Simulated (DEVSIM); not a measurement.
DEVSIM, 1D Poisson equation in equilibrium, Boltzmann statistics, complete ionisation; no quantum confinement or tunnelling. Metal contacts follow the ideal Schottky-Mott rule: no Fermi-level pinning, no interface dipoles.

System: Mo/SiO2/p-InP capacitor, at 300 K.

```
layer (left to right)  material  thickness (nm)  Na (cm⁻³)
---------------------  --------  --------------  ---------
1                          SiO2            48.0          -
2                           InP           19000     1.1e15
```

Metal gate on the left, work function 4.6 eV. Fixed charge at the semiconductor interface -2.2e11 cm⁻² (in units of +e); no interface traps.

The device is made up for the run: typed textbook-type constants, with dimensions and the other settings drawn at random. Values at 300 K; Nc and Nv go as T^1.5, mobilities as T to minus their exponent, the gap by Varshni's rule with the affinity fixed.

| parameter | SiO2 | InP |
|---|---|---|
| gap (eV) | 9 | 1.344 |
| affinity (eV) | 0.9 | 4.38 |
| permittivity | 3.9 | 12.5 |
| Nc (cm⁻³) | - | 5.7e17 |
| Nv (cm⁻³) | - | 1.1e19 |
| Varshni α (eV/K) | - | 0.000363 |
| Varshni β (K) | - | 162 |

One input was changed, with this effect: minimum of the low-frequency capacitance 0.00965 → 0.0101 μF/cm²; capacitance of the dielectric stack 0.0719 → 0.102 μF/cm².

Q: Which change was it?
(A) gate work function 4.6 → 4.3 eV
(B) fixed charge -2.2e+11 → -3.325e+11 cm^-2
(C) temperature 300 → 350 K
(D) SiO2 thickness 0.048 → 0.034 μm
(E) substrate doping 1.1e+15 → 1.1e+14 cm^-3
(F) interface trap density 0 → 2e+12 cm^-2 eV^-1

A: D, SiO2 thickness 0.048 → 0.034 μm
